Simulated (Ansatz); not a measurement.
The parent structure is ZnS in the zinc blende structure (space group F-43m, No. 216; a = 5.3566 Å). Axes: x, y, z lie along the cube axes.

All numbers come from PBEsol (Ansatz, a first-principles code, PAW, no spin-orbit coupling).

The change: uniaxial strain ε_zz = +0.50 %, all other strain components held at zero, atoms relaxed at fixed cell.

**Question.** Predict the stress tensor and what it implies for the stiffness.

**Answer.** Stress of the strained cell less that of the base (GPa, compression positive):
```
  -0.32    0.00    0.00
   0.00   -0.32    0.00
   0.00    0.00   -0.53
```

Then −Δσ_ii/ε with ε = 0.0050 gives relaxed-ion elastic constants: C33 ≈ 106 GPa, C13 ≈ 64 GPa and C23 ≈ 64 GPa.

Stability against distortions was not tested.
